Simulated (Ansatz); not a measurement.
# A computed series for WC: response to strain

Consider WC (space group P-6m2, No. 187; a = 2.899 Å, c = 2.827 Å; relaxed with 0.1 eV smearing). Axes: x lies along a and z along c of the hexagonal cell.

Strains are applied to the cell and any free atomic positions relax; under biaxial strain the out-of-plane vector relaxes too.

The values are results of Kohn–Sham DFT with the PBEsol functional, run in Ansatz (a program for electronic structure) with PAW and 420 eV plane waves, no spin-orbit coupling, not measurements.

Notes on the quantities. pressure: mean of the normal stresses, compression positive.

| change | out-of-plane strain | pressure | shortest interatomic distance |
|---|---|---|---|
| base | – | 0.0 GPa | 2.191 Å |
| biaxial strain −2.50 %, plane normal [001], relaxed out of plane | +1.01 % | 16.8 GPa | 2.168 Å |
| biaxial strain −2.00 %, plane normal [001], relaxed out of plane | +0.79 % | 13.2 GPa | 2.173 Å |
| biaxial strain −1.50 %, plane normal [001], relaxed out of plane | +0.59 % | 9.7 GPa | 2.177 Å |
| biaxial strain −1.00 %, plane normal [001], relaxed out of plane | +0.39 % | 6.3 GPa | 2.182 Å |
| biaxial strain −0.50 %, plane normal [001], relaxed out of plane | +0.19 % | 3.1 GPa | 2.186 Å |
| biaxial strain +0.50 %, plane normal [001], relaxed out of plane | -0.19 % | -3.0 GPa | 2.195 Å |
| biaxial strain +1.00 %, plane normal [001], relaxed out of plane | -0.37 % | -5.8 GPa | 2.200 Å |
| biaxial strain +1.50 %, plane normal [001], relaxed out of plane | -0.55 % | -8.5 GPa | 2.205 Å |
| biaxial strain +3.00 %, plane normal [001], relaxed out of plane | -1.05 % | -15.9 GPa | 2.220 Å |

Whether these cells are dynamically stable was not tested. All final runs are without spin polarisation.
